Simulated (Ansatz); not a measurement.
Ansatz (an electronic-structure program) run on LuNi₃ (Pm-3m, 4 atoms in the cell): self-consistent single point.

Method of the run: PBEsol, default PAW files made with PBE (plane waves; Ansatz).

```
LuNi3
1.0
    3.77954     0.00000     0.00000
    0.00000     3.77954     0.00000
    0.00000     0.00000     3.77954
Lu Ni
1 3
Cartesian
  0.00000   0.00000   0.00000
  0.00000   1.88977   1.88977
  1.88977   0.00000   1.88977
  1.88977   1.88977   0.00000
```
Moments meant for the start (each program seeds them in its own way; μB, in the order of the atoms Lu Ni Ni Ni): 0.0 2.0 2.0 2.0.

Reference input (self-consistent single point, DFT, PBEsol, plane waves, default PAW files made with PBE): kpoints.mp_grid.grid = 12 12 12; hamiltonian.xc = pbesol; hamiltonian.pseudopotentials = {kind: paw} (the program's default PAW files); magnetization.spin_polarized = true; scf.occupations.method = gaussian; scf.occupations.width = 0.1 eV. This run's input differs from it in these lines:

Ansatz 0.2 input:
```diff
@@ -11,3 +11,3 @@
 kpoints:
-  mp_grid: { grid: [12, 12, 12] }
+  mp_grid: { grid: [10, 10, 10] }
 hamiltonian:
```

Output (repeated stretches shortened):

```
SCF iter   1: F=—  HF=-32030.971968 eV  |F-HF|=—  |Δ(HF+E_count)|=         —  Δρ=2.75e-1 (↑2.75e-1 ↓7.73e-2)  dr2=1.97e1  dr2_m=1.41e1  M=0.957 μB ∫|m|=1.566 μB  β_m=0.30  ethr=3.10e-3  ⟨swp⟩=5.9  Hψ=24696  notcnv=0  defer=8
Mixer restart at iter 1: flushing history
all-band conjugate gradients solve this SCF's bands
preconditioner: auto → Kerker (q_TF=auto, 2.907 Å⁻¹)
   [... lines left out ...]
SCF iter  13: F=—  HF=-32027.612504 eV  |F-HF|=—  |Δ(HF+E_count)|=   1.96e-9  Δρ=6.32e-6 (↑2.70e-6 ↓6.32e-6)  dr2=3.26e-8  dr2_m=1.71e-9  M=0.571 μB ∫|m|=0.760 μB  β_m=0.99  ethr=6.19e-12  ⟨swp⟩=10.4  Hψ=32066  notcnv=0
SCF iter  14: F=-32027.612504 eV  HF=-32027.612504 eV  |F-HF|=6.00e-10  |Δ(HF+E_count)|=   2.90e-9  Δρ=9.53e-7 (↑5.35e-7 ↓9.53e-7)  dr2=7.77e-10  dr2_m=2.57e-11  M=0.571 μB ∫|m|=0.760 μB  ethr=6.19e-12  ⟨swp⟩=4.0  Hψ=16501  notcnv=0
SCF 1 converged in 14 iterations: F = -32027.612504 eV  dr2 = 7.77e-10
WARN: the net moment that the starting moments add up to was not kept …
Magnetization: 0.5706 μB (39.7853 up, 39.2147 down)
   [... lines left out ...]
Absolute magnetization: 0.7605 μB (∫|ρ↑−ρ↓|, with the PAW one-centre terms)
Free energy (F): -32027.612504 eV
Fermi energy:    17.811481 eV
   [... lines left out ...]
  atom   1  Lu    -0.00000000     0.00000000    -0.00000000
   [... zero for the other atoms too ...]
--- Stress (GPa, compression-positive) ---
       -3.962726       0.000000       0.000000
       -0.000000      -3.962726       0.000000
        0.000000       0.000000      -3.962726
  P = ⅓ Tr σ = -3.9627 GPa (-39.627 kbar)
  The stress holds the Pulay correction. Without it, at fixed plane waves, as pw.x and ABINIT print it: P = -4.0269 GPa
```

The run converged in 14 iterations. Against the reference run the free energy rises by 3.2 meV/atom, the pressure hardly changes (-4.06 to -3.96 GPa) and the size of the net moment moves little (0.12 to 0.14 μB/atom).

The starting cell comes from a database of computed structures (which also holds hypothetical and non-ambient phases and stackings), without a prior relaxation at this level. Its lattice was rescaled by a random factor within 2.5 % of one. The moments shrank to a small part of their start, a low-spin state that need not be the lowest. The program warned that a starting moment was not kept. With a pressure of about -4 GPa the cell is away from its equilibrium volume at this level. Ansatz's pressure includes its estimate of the finite-basis (Pulay) stress.

Cost on one core of a shared machine: roughly 30 s.
